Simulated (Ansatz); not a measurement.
## PBE against r2SCAN: hypothetical P6_3mc BiSb, Bi → As

Consider BiSb in the wurtzite structure (space group P6_3mc, No. 186; a = 5.3611 Å, c = 6.8785 Å; a hypothetical phase, not in the database extracts checked).

(Cell as relaxed with PBE.)

Levels (all Ansatz, an electronic-structure program, PAW): PBE (420 eV, no SOC); r2SCAN (500 eV, no spin-orbit coupling).

Each level relaxes its own structure.

| base | PBE | r2SCAN |
|---|---|---|
| volume per atom | 42.80 Å³ | 41.89 Å³ |
| lattice parameter a | 10.131 bohr | 10.080 bohr |
| band gap | zero | zero |

One thing is altered: full substitution Bi → As, then cell and atoms are relaxed.

| quantity | PBE | r2SCAN |
|---|---|---|
| c/a ratio | 1.261 | 1.252 |
| shortest interatomic distance | 5.100 bohr | 5.029 bohr |

PBE's c/a ratio lies 0.009 above r2SCAN's; PBE's shortest interatomic distance lies 0.071 bohr above r2SCAN's (1.4 %). Neither level is exact; r2SCAN is the comparison here, not a measurement.

With Bi and Sb present, leaving out spin-orbit coupling can change the band edges. Whether these cells are dynamically stable was not tested. As relaxed here, SbAs is a hypothetical phase, not in the database extracts checked. The final runs are not spin-polarised. A zero or small gap of BiSb can be the functional's error rather than a property of the material.
